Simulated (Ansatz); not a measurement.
Calculation: PBE (plane waves to 420 eV, PAW; Ansatz, a quantum-chemistry and plane-wave program).

Host crystal: beta Ga2O3, with a band gap (PBE, scalar-relativistic without spin-orbit coupling).

Planar average of the electrostatic potential across the slab, in eV from the highest filled level, for O on the 1x1 (100) surface of beta Ga2O3 (cut with top plane Ga + 2 O), one in a 1x1 cell, started at the site 'top O':

(z (Å), V (eV)): (5.31, 6.18); (5.60, 6.18); (5.90, 6.18); (6.19, 6.18); (6.49, 6.18); (6.78, 6.18); (7.08, 6.17); (7.38, 6.17); (7.67, 6.14); (7.96, 6.08); (8.26, 5.93); (8.55, 5.51); (8.85, 4.39); (9.14, 0.27); (9.44, -5.61); (9.73, -9.04); (10.03, -8.56); (10.32, -5.46); (10.62, -3.38); (10.91, -1.25); (11.21, -1.05); (11.50, -2.25); (11.80, -2.83); (12.09, -1.94); (12.39, -0.99); (12.68, -1.81); (12.98, -3.98); (13.27, -7.06); (13.57, -9.33); (13.86, -8.10); (14.16, -3.64); (14.46, 1.85); (14.75, 3.43); (15.04, 1.91); (15.34, -3.27); (15.63, -7.45); (15.93, -8.46); (16.22, -6.43); (16.52, -3.38); (16.81, -1.57); (17.11, -0.77); (17.40, -2.58); (17.70, -3.82); (17.99, -3.67); (18.29, -1.98); (18.58, -0.84); (18.88, -2.09); (19.18, -5.19); (19.47, -8.14); (19.77, -8.30); (20.06, -5.61); (20.36, -1.78); (20.65, 0.28); (20.95, 1.42); (21.24, 2.95); (21.54, 5.08); (21.83, 6.52); (22.12, 6.82); (22.42, 6.93); (22.71, 6.96); (23.01, 6.97); (23.30, 6.97); (23.60, 6.97); (23.89, 6.98); (24.19, 6.98); (24.48, 6.98); (24.78, 6.98); (25.07, 6.98); (25.37, 6.98)

Set-up: 21 atoms, 10.2 Å thick at the start under the adsorbate (thin: gaps and levels are the slab's own); mesh 6x4x1; 0.01 eV smearing; dipole correction on; 10 atoms held, the rest relaxed; held to the start's symmetry, so lower structures may exist; spin-polarised, no spin-orbit, no U, no dispersion correction. The starting moment vanished. At the end it is bonded to 2 Ga + O. In PBE it is, or lies within 0.03 eV of, the lowest of the starts that converged.

Question: The surface cell has an area of 18.12 Å². What dipole along the normal does the step between the two vacuum levels imply?

Answer: the top vacuum level lies 0.79 eV above the bottom one; p = −ε₀ A ΔV (ε₀ = 0.005526 e/(V·Å)) gives -0.08 e·Å a cell.
